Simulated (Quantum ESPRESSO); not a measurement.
**Short convergence ladders for Pd (Fm-3m, 1 atom in the cell)**

```xyz
1
Lattice="0.0000 1.9508 1.9508 1.9508 0.0000 1.9508 1.9508 1.9508 0.0000" Properties=species:S:1:pos:R:3 pbc="T T T"
Pd     0.0000     0.0000     0.0000
```

Base method: PBE, PSlibrary PAW (PBE, semicore) pseudopotentials (plane waves; Quantum ESPRESSO 7.5).

Base settings: ecutwfc = 65 Ry; ecutrho = 585 Ry; occupations = smearing; smearing = fd; degauss = 0.0073499 Ry; potentials = {Pd: Pd.pbe-spn-kjpaw_psl.1.0.0.UPF}; K_POINTS = automatic 14 14 14 0 0 0; conv_thr = 1e-10 Ry; mixing_beta = 0.4.

The count of work is k-points × plane waves × bands × iterations; it is no time. Core times come from one kind of shared machine, to one figure; runs under 30 s give none.

**The k-point mesh**

The second cell is the first with its lattice scaled by 0.98.

Only quantities that move along the ladder and can be compared are tabulated.

| K_POINTS | free energy less the last step's (meV/atom) | energy of the compressed cell less the first (meV/atom) | pressure (GPa) | count of work / last |
|---|---|---|---|---|
| automatic 2 2 2 0 0 0 | 3217.99 | 404.75 | 62.16 | 0.011 |
| automatic 4 4 4 0 0 0 | -156.62 | 68.98 | 3.82 | 0.017 |
| automatic 6 6 6 0 0 0 | -9.82 | 62.93 | 2.92 | 0.029 |
| automatic 8 8 8 0 0 0 | 22.66 | 73.24 | 4.71 | 0.058 |
| automatic 10 10 10 0 0 0 | -7.91 | 68.59 | 3.94 | 0.10 |
| automatic 14 14 14 0 0 0 | 4.40 | 70.51 | 4.26 | 0.23 |
| automatic 25 25 25 0 0 0 | 0.00 | 69.66 | 4.11 | 1.0 |

Coarsest K_POINTS that holds the pressure within 1 GPa of the last step, with all finer ones: automatic 8 8 8 0 0 0, at 0.058 of the last step's count of work; the step before is off by 1.2 GPa.

Coarsest K_POINTS that holds the energy of the compressed cell less the first within 2 meV/atom of the last step, with all finer ones: automatic 10 10 10 0 0 0, at 0.10 of the last step's count of work; the step before is off by 3.6 meV/atom.

Coarsest K_POINTS that holds the free energy within 5 meV/atom: not settled: the last two steps still differ by 4.4 meV/atom, over half the tolerance, so the ladder does not show it.

**The k-point mesh at a smearing width of 0.05 eV**

In this ladder: degauss = 0.0036749 Ry.

The second cell is the first with its lattice scaled by 0.98.

Only quantities that move along the ladder and can be compared are tabulated.

```csv
K_POINTS,free energy less the last step's (meV/atom),energy of the compressed cell less the first (meV/atom),pressure (GPa),count of work / last,core time / last (rough)
automatic 5 5 5 0 0 0,148.35,82.72,6.23,0.013,–
automatic 7 7 7 0 0 0,-9.35,70.67,4.47,0.029,–
automatic 11 11 11 0 0 0,12.71,70.25,4.17,0.090,0.4
automatic 16 16 16 0 0 0,-0.51,68.44,3.89,0.23,0.5
automatic 23 23 23 0 0 0,-0.93,67.45,3.71,0.59,0.8
automatic 28 28 28 0 0 0,0.00,67.87,3.80,1.0,1
```

Coarsest K_POINTS that holds the free energy within 5 meV/atom of the last step, with all finer ones: automatic 16 16 16 0 0 0, at 0.23 of the last step's count of work; the step before is off by 13 meV/atom.

Coarsest K_POINTS that holds the energy of the compressed cell less the first within 2 meV/atom of the last step, with all finer ones: automatic 16 16 16 0 0 0, at 0.23 of the last step's count of work; the step before is off by 2.4 meV/atom.

Coarsest K_POINTS that holds the pressure within 1 GPa of the last step, with all finer ones: automatic 7 7 7 0 0 0, at 0.029 of the last step's count of work; the step before is off by 2.4 GPa.

**The width of Gaussian smearing**

In this ladder: smearing = gauss; K_POINTS = automatic 23 23 23 0 0 0.

Narrow widths need finer meshes than wide ones, so the last steps can hold mesh noise.

Only quantities that move along the ladder and can be compared are tabulated; pressure and forces are left out, as mesh noise rules them at narrow widths.

| degauss | free energy less the last step's (meV/atom) | energy extrapolated to zero width less the last step's (meV/atom) | core time / last (rough) |
|---|---|---|---|
| 0.073499 Ry | -333.33 | -74.27 | 0.8 |
| 0.036749 Ry | -107.52 | -22.00 | 0.6 |
| 0.02205 Ry | -42.39 | -6.96 | 0.7 |
| 0.0073499 Ry | 0.00 | 0.00 | 1 |

Widest degauss that holds the energy extrapolated to zero width within 2 meV/atom: not settled: the last two steps still differ by 7.0 meV/atom, over half the tolerance, so the ladder does not show it.

Widest degauss that holds the free energy within 5 meV/atom: not settled: the last two steps still differ by 42 meV/atom, over half the tolerance, so the ladder does not show it.

The extrapolation to zero width removes most of the smearing's effect on the energy.

On the base run: the starting cell has typed, rounded lattice constants, without a prior relaxation at this level. Its lattice was rescaled by up to half a per cent. Spin polarisation is off. In the base run, with a pressure of about 4 GPa the cell is away from its equilibrium volume at this level.

Left out of this page: 2 runs of the series outside the window shown, repeating another row's setting, or not comparable.
